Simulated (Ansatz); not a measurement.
**A computed series for Ca: alloy series**

Start from Ca in the fcc (Cu type) structure (space group Fm-3m, No. 225).

```xyz
1
Lattice="0.0000 2.7842 2.7842 2.7842 0.0000 2.7842 2.7842 2.7842 0.0000" Properties=species:S:1:pos:R:3 pbc="T T T"
Ca     0.0000     0.0000     0.0000
```

The other end (x = 1) is Mg in the fcc (Cu type) structure (space group Fm-3m, No. 225; a model cell, its experimental status unchecked): 22.73 Å³/atom, gap zero; this end may not be an ambient phase.

Mg replaces a fraction x of Ca; each row is one arrangement (x, atoms in the cell, starting space group or random), fully relaxed.

The values are results of r2SCAN in Ansatz (plane waves to 500 eV, PAW, no spin-orbit coupling), not measurements.

Candidates:
(a) x(Mg) = 0.5, 4 atoms, I4_1/amd
(b) x(Mg) = 0.25, 4 atoms, I4/mmm
(c) x(Mg) = 0.667, 3 atoms, I4/mmm
(d) x(Mg) = 0.667, 3 atoms, P-3m1
(e) x(Mg) = 0.5, 4 atoms, C2/m

For the base:

* **Volume per atom**: 43.17 Å³

Order them by volume per atom, highest first.

(b) x(Mg) = 0.25, 4 atoms, I4/mmm (36.22 Å³), (e) x(Mg) = 0.5, 4 atoms, C2/m (31.58 Å³), (a) x(Mg) = 0.5, 4 atoms, I4_1/amd (29.85 Å³), (d) x(Mg) = 0.667, 3 atoms, P-3m1 (29.26 Å³), (c) x(Mg) = 0.667, 3 atoms, I4/mmm (28.14 Å³)

These are small ordered cells, not random alloys; other orderings at the same x differ. Stability against distortions was not tested. Under x(Mg) = 0.5, 4 atoms, I4_1/amd, x(Mg) = 0.25, 4 atoms, I4/mmm and x(Mg) = 0.667, 3 atoms, I4/mmm the cell changed shape so far that it is another structure. This is not the structure that Mg has at room temperature and ambient pressure.

Ansatz is an electronic-structure program.
